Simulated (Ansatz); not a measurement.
System: hexagonal WC. Method: r²SCAN+SOC in Ansatz (plane waves, PAW).

Excerpt of the program's output:

```
Relaxation: its limit of steps is 80 (relax.max_steps)
Crystal: 2 atoms, lattice volume = 21.644 Å³
Basis set: ecut = 560 eV, 659 PW (Γ), exchange–correlation on 72×72×72 points (27 copies of the dense FFT grid, shifted against one another)
Bands: 26, of which v1, the nominal top of the filled ones, is band 18 counted from 1 (17 counted from 0)
Symmetry: 12 space group operations + 12 with time reversal
k-points: 671 of 11520 (time reversal used)
Initial density: superposition of atomic densities (chi_scale 0.1, normalization cell, long waves kept (reshape's long-wave potential 0.00 eV rms))
Functional: x = r2scan, c = r2scan; τ floored in thin density (d = 2e-4 eV/Å³)
SCF 1 converged in 7 iterations: F = -10625.044258 eV  dr2 = 1.24e-8
Crystal: 2 atoms, lattice volume = 21.644 Å³
Initial density: handed on by an earlier stage of this run
SCF 2 converged in 5 iterations: F = -10625.042506 eV  dr2 = 1.55e-7
Crystal: 2 atoms, lattice volume = 21.644 Å³
SCF 3 converged in 10 iterations: F = -10625.044613 eV  dr2 = 6.02e-14
Crystal: 2 atoms, lattice volume = 21.644 Å³
SCF 4 converged in 6 iterations: F = -10625.044612 eV  dr2 = 5.95e-14
SCF converged after 6 iterations
Free energy (F): -10625.044612 eV
Internal energy: -10625.042327 eV  (E = F + TS)
E sigma→0 (E₀):  -10625.043470 eV
Fermi energy:    19.526618 eV
--- Forces (eV/Å), atoms counted from 1 ---
  atom   1  W     -0.00000000     0.00000000     0.00000000
  atom   2  C     -0.00000000     0.00000000     0.00000000
--- Stress (GPa, compression-positive) ---
      -14.455258       0.000000      -0.000000
        0.000000     -14.455258      -0.000000
       -0.000000      -0.000000     -14.461983
  P = ⅓ Tr σ = -14.4575 GPa (-144.575 kbar)
```

Question: Write an input file that could have produced this run (the log leaves some choices open).

Answer: Several could match; the one computed here: 
Ansatz 0.2 input:
```yaml
crystal:
  lattice:
    - [1.4748186175, -2.5544607775, 0.0]
    - [1.4748186175, 2.5544607775, 0.0]
    - [0.0, 0.0, 2.8725042926]
  atoms:
    - { symbol: W, position: [0.0, 0.0, 0.0] }
    - { symbol: C, position: [0.3333333333, 0.6666666667, 0.5] }
basis:
  ecutwfc: 560
  ecutrho_ratio: 4
  xc_grid: 3
kpoints:
  mp_grid: { grid: [24, 24, 20] }
hamiltonian:
  xc: r2scan
  dispersion: none
  pseudopotentials: { kind: paw }
scf:
  occupations: { method: fermi_dirac, width: 0.05 }
output:
  forces: true
  stress: true
  eigenvalues: true
magnetization:
  noncollinear: true
  spin_orbit: true
relax:
  f_tol: 0.004
  escape_saddle: false
  max_steps: 80
  cell: { stress_tol: 0.02, fix: [volume] }
```

The cell is one volume of an energy–volume scan, off the minimum.

The PAW data were made under PBE.

Computing time: roughly 19 core-minutes.

Ansatz is a program for electronic structure.
